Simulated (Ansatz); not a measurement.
Cell and atoms of amorphous In14Ga6Zn6O36:

```xyz
62
Lattice="9.3720 0.0000 0.0000 0.0000 9.3720 0.0000 0.0000 0.0000 9.3720" Properties=species:S:1:pos:R:3 pbc="T T T"
In     3.3989     7.1028     1.3697
In     2.6150     5.6587     4.8952
In     8.1007     6.0409     4.7867
In     2.1221     9.2253     3.6397
In     0.2442     3.0438     4.1289
In     5.1843     1.0024     2.6126
In     0.6479     5.7705     2.1860
In     6.9290     0.6134     8.7569
In     5.7642     4.1301     0.9298
In     0.9446     9.0579     0.2439
In     0.6304     5.8761     7.9860
In     4.1199     4.9211     7.6351
In     5.0995     8.1041     4.9859
In     3.6920     2.1771     5.3093
Ga     0.0199     2.7364     0.5205
Ga     7.5941     3.9753     7.9066
Ga     8.9043     8.8088     6.4366
Ga     6.7397     7.2445     1.7348
Ga     6.5669     6.9996     7.7938
Ga     1.2143     2.1479     7.1879
Zn     2.9782     8.2319     7.2859
Zn     5.7952     4.3674     4.2250
Zn     7.0923     1.8682     5.7353
Zn     8.5764     9.0165     3.1845
Zn     2.9565     3.5288     2.0225
Zn     3.6034     1.4941     8.9572
O      1.5711     1.7567     9.0915
O      7.6346     3.5717     4.8023
O      2.8853     7.9428     5.2333
O      5.2844     1.2307     0.5171
O      5.4758     0.9251     4.8774
O      0.8625     3.5350     2.0180
O      4.2930     4.2076     5.5804
O      3.1551     1.7867     3.2416
O      3.8131     3.6792     0.0698
O      2.8606     5.4736     2.8126
O      0.6918     8.0824     7.7245
O      8.6153     0.9750     0.6047
O      6.6191     2.4144     7.5309
O      4.8214     7.2114     7.0731
O      8.0876     5.8410     7.0442
O      5.2692     6.1815     1.3726
O      0.9902     8.1158     2.1744
O      7.1732     7.8311     0.0029
O      0.6014     5.2142     4.3186
O      1.7535     3.0743     5.6303
O      5.3204     3.2319     2.7389
O      4.0325     8.5071     2.8933
O      7.0727     8.7293     6.9203
O      2.4051     5.8214     6.9589
O      9.0579     1.2696     6.5099
O      6.0488     6.2918     4.5577
O      7.7728     3.7839     0.4603
O      3.0413     8.6292     9.2752
O      3.0337     1.1145     7.0258
O      1.6242     6.0878     0.3925
O      8.0113     6.1452     2.5315
O      6.0556     5.1166     8.2959
O      9.0264     7.9360     4.8439
O      6.7396     8.8193     2.7621
O      0.3892     1.0453     3.6615
O      0.1729     3.6820     8.0234
```

Level of theory: PBE, scalar-relativistic without spin-orbit coupling (plane waves to 420 eV, PAW; Ansatz, a program for electronic structure).

A CHGNet melt-quench gave the starting glass, which DFT then relaxed. O atoms were pushed apart under 1.9 Å during the dynamics, to hinder bonds among them. The hot cell started wider than the set density and was brought back towards it in steps. It is the lowest in DFT energy of 2 quenches. It is a model cell: composition and starting density were chosen by hand, and all elements were melted together. No dispersion term was used. Its density started from a set value of 6.16 and ended at 6.04 g/cm³. The simulated quench (nominally 190 K/ps over its main leg) is rapid and tends to freeze in more defects than a deposited or slowly cooled glass has. A cell of this size samples the disorder only roughly. The volume was free in the relaxation, at fixed shape. Stress components on the final sampling reach 2.6 GPa.

Cut-offs for bonds: In-In 3.12 Å, In-Ga 2.90 Å, In-Zn 2.90 Å, In-O 2.60 Å, Ga-Ga 2.68 Å, Ga-Zn 2.68 Å, Ga-O 2.30 Å, Zn-Zn 2.68 Å, Zn-O 2.62 Å, O-O 1.58 Å. Two cations that share two anions don't count as bonded, nor two that share one unless they lie closer than In-In 3.04 Å, In-Ga 2.82 Å, In-Zn 2.82 Å, Ga-Ga 2.61 Å, Ga-Zn 2.61 Å, Zn-Zn 2.61 Å.

Problem. Give the coordination numbers, mean bond lengths and angles.

Solution. 
```yaml
Mean coordination of In by anions: 5.21 (11 with 5, 3 with 6)
Mean coordination of Ga by anions: 4.67 (2 with 4, 4 with 5)
Mean coordination of Zn by anions: 4.67 (3 with 4, 2 with 5, 1 with 6)
Mean coordination of O: 3.58 (15 with 3, 21 with 4)
Mean In-O bond: 2.187 Å (spread 0.094 Å, 73 counted)
Mean Ga-O bond: 1.942 Å (spread 0.081 Å, 28 counted)
Mean Zn-O bond: 2.114 Å (spread 0.159 Å, 28 counted)
Bond angle at In: mean 105.3°, spread 27.5°
Bond angle at Ga: mean 106.6°, spread 21.5°
Bond angle at Zn: mean 106.4°, spread 25.4°
Bond angle at O: mean 110.6°, spread 15.4°
```

Problem. List the pairs of like atoms that count as bonded by the rules above.

Solution. There are none by these rules.

Problem. What Bader charges do the atoms carry, from a run on the zone centre alone?

Solution. Means (range): In +1.82 e (+1.76 to +1.86), Ga +1.83 e (+1.80 to +1.86), Zn +1.25 e (+1.23 to +1.28), O -1.22 e (-1.27 to -1.18).
| atom | charge (e) |
|---|---|
| In1 | +1.83 |
| In2 | +1.82 |
| In3 | +1.84 |
| In4 | +1.77 |
| In5 | +1.84 |
| In6 | +1.86 |
| In7 | +1.83 |
| In8 | +1.83 |
| In9 | +1.84 |
| In10 | +1.80 |
| In11 | +1.84 |
| In12 | +1.80 |
| In13 | +1.81 |
| In14 | +1.76 |
| Ga15 | +1.86 |
| Ga16 | +1.83 |
| Ga17 | +1.80 |
| Ga18 | +1.84 |
| Ga19 | +1.84 |
| Ga20 | +1.83 |
| Zn21 | +1.28 |
| Zn22 | +1.24 |
| Zn23 | +1.23 |
| Zn24 | +1.24 |
| Zn25 | +1.25 |
| Zn26 | +1.26 |
| O27 | -1.23 |
| O28 | -1.23 |
| O29 | -1.19 |
| O30 | -1.21 |
| O31 | -1.18 |
| O32 | -1.23 |
| O33 | -1.21 |
| O34 | -1.21 |
| O35 | -1.20 |
| O36 | -1.20 |
| O37 | -1.24 |
| O38 | -1.21 |
| O39 | -1.22 |
| O40 | -1.23 |
| O41 | -1.23 |
| O42 | -1.24 |
| O43 | -1.23 |
| O44 | -1.26 |
| O45 | -1.22 |
| O46 | -1.24 |
| O47 | -1.20 |
| O48 | -1.22 |
| O49 | -1.25 |
| O50 | -1.19 |
| O51 | -1.27 |
| O52 | -1.20 |
| O53 | -1.25 |
| O54 | -1.19 |
| O55 | -1.22 |
| O56 | -1.21 |
| O57 | -1.24 |
| O58 | -1.23 |
| O59 | -1.25 |
| O60 | -1.22 |
| O61 | -1.19 |
| O62 | -1.24 |
